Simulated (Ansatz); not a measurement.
# CuI: energy against strain

CuI (zinc blende, F-43m, 25.178 Å³/atom at rest) under an equal strain ε in the (111) plane with the normal axis free, as in a coherent film. LDA in Ansatz, a plane-wave DFT program (PAW, default set), 420 eV, 10×10×10 Γ-centred mesh, Fermi-Dirac smearing 0.05 eV; ions are relaxed within the symmetry of each cell.

Here s stands for strain and y for E less E0.

```csv
strain (%),E less E0 (meV/atom)
-1.25,2.44
-0.83,1.07
-0.42,0.27
0.00,0.00
0.42,0.27
0.83,1.06
1.25,2.39
2.50,?
```

**Question.** Fit y against s with a parabola, and predict the withheld value at s = 2.50.

**Answer.** Least squares gives y = -0.001 - 0.0146·s + 1.5467·s². Residuals (row less fit): 0.006, -0.007, -0.008, 0.001, 0.004, 0.008, -0.007; standard error 0.008 (degrees of freedom: 4). Twice the quadratic coefficient over the volume, 2 × 1.5467 meV × 10⁴ × 0.1602 / 25.178 Å³, is twice the biaxial elastic modulus of this plane = 197 ± 0.7 GPa. At the withheld row, y = -0.001 - 0.0146 × 2.50 + 1.5467 × 2.50² = 9.629 meV/atom. The calculation gives 9.44 meV/atom, 0.189 meV/atom below the prediction (2.0 % of the range of y in the table). The row lies outside the fitted rows, so this is an extrapolation. From the scatter of the fitted rows alone, a prediction at this place has a standard error of 0.032 meV/atom, so the miss is 5.9 times that.

One order more, fitted to all 13 runs of the series, follows each within 0.01, so the miss is the next term of a smooth law. Rows are the converged runs of the series near zero and its far end; series whose fitted rows scatter by over a few per cent of the range, as at a crossing or softening among them, aren't shown in this form. Most that stay on the fit to the last digits aren't either.
